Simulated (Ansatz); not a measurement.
# How the equilibrium lattice constant a of Pd₃InN (model structure, started from the Ni3MgC type, Pm-3m, No. 221, 5 atoms in the cell) moves with the method

No measured value is used here.

Question: Put these levels in order of the equilibrium lattice constant a that they give for Pd₃InN (model structure, started from the Ni3MgC type, Pm-3m, No. 221, 5 atoms in the cell), smallest first: LDA (Ansatz, a quantum-chemistry and plane-wave program), PBE (Ansatz), PBEsol (Ansatz), r²SCAN (Ansatz).

Answer: LDA (4.107 Å), PBEsol (4.144 Å), r²SCAN (4.177 Å), PBE (4.209 Å)

Cutoffs differ between the levels. Ansatz's density-functional and Hartree–Fock values are scalar-relativistic unless marked +SOC, with PAW data made under PBE.

A model structure was made by putting elements into a prototype or built by hand; it is no filed structure, need not be a known phase, and can be a saddle point held by its symmetry.
